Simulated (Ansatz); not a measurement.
Ansatz (a quantum-chemistry and plane-wave program) run on CsVN2 (R3m, 8 atoms in the cell): self-consistent single point.

Method: PBEsol, default PAW files made with PBE (plane waves; Ansatz).

The change in words: lattice scaled by 0.98; kpoints.mp_grid.grid: 5 5 5 → 8 8 8. Reference geometry:
```
CELL_PARAMETERS angstrom
      0.00000     4.19280     4.19280
      4.19280     0.00000     4.19280
      4.19280     4.19280     0.00000
ATOMIC_POSITIONS crystal
  Cs 0.25344 0.25344 0.25344
  Cs 0.00000 0.00000 0.00000
  V  0.75000 0.75000 0.75000
  V  0.50000 0.50000 0.50000
  N  0.62500 0.62500 0.62500
  N  0.12500 0.62500 0.62500
  N  0.62500 0.62500 0.12500
  N  0.62500 0.12500 0.62500
```

Reference input (self-consistent single point, DFT, PBEsol, plane waves, default PAW files made with PBE): basis.ecutwfc = 30.9 Ry; kpoints.mp_grid.grid = 5 5 5; hamiltonian.xc = pbesol; hamiltonian.pseudopotentials = {kind: paw} (the program's default PAW files); scf.occupations.method = fixed. This run's input differs from it in these lines:

Ansatz 0.2 input:
```diff
@@ -2,14 +2,14 @@
   lattice:
-    - [0.00000000, 4.19279500, 4.19279500]
-    - [4.19279500, 0.00000000, 4.19279500]
-    - [4.19279500, 4.19279500, 0.00000000]
+    - [0.00000000, 4.10893900, 4.10893900]
+    - [4.10893900, 0.00000000, 4.10893900]
+    - [4.10893900, 4.10893900, 0.00000000]
   atoms:
-    - { symbol: Cs, position_ang: [2.12526909, 2.12526909, 2.12526909] }
+    - { symbol: Cs, position_ang: [2.08276365, 2.08276365, 2.08276365] }
     - { symbol: Cs, position_ang: [0.00000000, 0.00000000, 0.00000000] }
-    - { symbol: V, position_ang: [6.28919250, 6.28919250, 6.28919250] }
-    - { symbol: V, position_ang: [4.19279500, 4.19279500, 4.19279500] }
-    - { symbol: N, position_ang: [5.24099375, 5.24099375, 5.24099375] }
-    - { symbol: N, position_ang: [5.24099375, 3.14459625, 3.14459625] }
-    - { symbol: N, position_ang: [3.14459625, 3.14459625, 5.24099375] }
-    - { symbol: N, position_ang: [3.14459625, 5.24099375, 3.14459625] }
+    - { symbol: V, position_ang: [6.16340850, 6.16340850, 6.16340850] }
+    - { symbol: V, position_ang: [4.10893900, 4.10893900, 4.10893900] }
+    - { symbol: N, position_ang: [5.13617375, 5.13617375, 5.13617375] }
+    - { symbol: N, position_ang: [5.13617375, 3.08170425, 3.08170425] }
+    - { symbol: N, position_ang: [3.08170425, 3.08170425, 5.13617375] }
+    - { symbol: N, position_ang: [3.08170425, 5.13617375, 3.08170425] }
 basis:
@@ -17,3 +17,3 @@
 kpoints:
-  mp_grid: { grid: [5, 5, 5] }
+  mp_grid: { grid: [8, 8, 8] }
 hamiltonian:
```

Output (repeated stretches shortened):

```
SCF iter   1: F=—  HF=-18462.921747 eV  |F-HF|=—  |Δ(HF+E_count)|=         —  Δρ=9.61e-3  dr2=1.30e-1  ethr=1.77e-3  ⟨swp⟩=4.8  Hψ=9152  notcnv=0  defer=383
all-band conjugate gradients solve this SCF's bands
preconditioner: auto → Resta (q_TF=auto, 2.398 Å⁻¹)
SCF iter   2: F=—  HF=-18462.897115 eV  |F-HF|=—  |Δ(HF+E_count)|=   2.46e-2  Δρ=6.42e-3  dr2=6.48e-2  ethr=2.03e-4  ⟨swp⟩=2.0  Hψ=4667  notcnv=0  defer=390
   [... lines left out ...]
SCF iter   7: F=—  HF=-18462.888013 eV  |F-HF|=—  |Δ(HF+E_count)|=   1.97e-5  Δρ=2.50e-5  dr2=9.07e-7  ethr=3.95e-8  ⟨swp⟩=2.0  Hψ=3890  notcnv=0  defer=222
SCF iter   8: F=—  HF=-18462.888013 eV  |F-HF|=—  |Δ(HF+E_count)|=   2.51e-7  Δρ=1.25e-5  dr2=2.68e-7  ethr=1.42e-9  ⟨swp⟩=2.9  Hψ=4000  notcnv=0  defer=222
SCF iter   9: F=—  HF=-18462.888013 eV  |F-HF|=—  |Δ(HF+E_count)|=   4.31e-9  Δρ=9.36e-6  dr2=1.97e-7  ethr=1.56e-10  ⟨swp⟩=14.1  Hψ=14053  notcnv=0
SCF iter  10: F=-18462.888013 eV  HF=-18462.888013 eV  |F-HF|=3.83e-9  |Δ(HF+E_count)|=   2.06e-8  Δρ=1.91e-6  dr2=6.75e-9  ethr=1.56e-10  ⟨swp⟩=3.0  Hψ=8457  notcnv=0
SCF 1 converged in 10 iterations: F = -18462.888013 eV  dr2 = 6.75e-9
Free energy (F): -18462.888013 eV
Internal energy: -18462.888013 eV  (E = F + TS)
E sigma→0 (E₀):  -18462.888013 eV
Fermi energy:    8.718167 eV
--- Forces (eV/Å), atoms counted from 1 ---
  atom   1  Cs    -0.08136715    -0.08136715    -0.08136715
  atom   2  Cs     0.03751130     0.03751130     0.03751130
  atom   3  V      0.01837830     0.01837830     0.01837830
  atom   4  V      0.02704782     0.02704782     0.02704782
  atom   5  N      0.00854167     0.00854167     0.00854167
  atom   6  N     -0.00888553    -0.00061334    -0.00061334
  atom   7  N     -0.00061334    -0.00061334    -0.00888553
  atom   8  N     -0.00061334    -0.00888553    -0.00061334
--- Stress (GPa, compression-positive) ---
        2.722188      -0.040568      -0.040568
       -0.040568       2.722188      -0.040568
       -0.040568      -0.040568       2.722188
  P = ⅓ Tr σ = 2.7222 GPa (27.222 kbar)
  The stress holds the Pulay correction. Without it, at fixed plane waves, as pw.x and ABINIT print it: P = 2.4538 GPa
```

The run converged in 10 iterations. Against the reference run the free energy falls by 6.9 meV/atom, the pressure goes from -3.94 to 2.72 GPa, the largest force goes from 0.110 to 0.141 eV/Å and the gap on the mesh goes from 0.504 to 0.599 eV.

The starting cell comes from a database of computed structures (which also holds hypothetical and non-ambient phases and stackings), without a prior relaxation at this level. Its lattice was rescaled by up to half a per cent. One atom was moved a little off its site on purpose. For this run, on top of that: lattice scaled by 0.98. Ansatz's pressure includes its estimate of the finite-basis (Pulay) stress. Another mesh or the band path of this cell gives a smaller gap, so this value is not converged in the mesh.

Cost on one core of a shared machine: roughly 40 s.
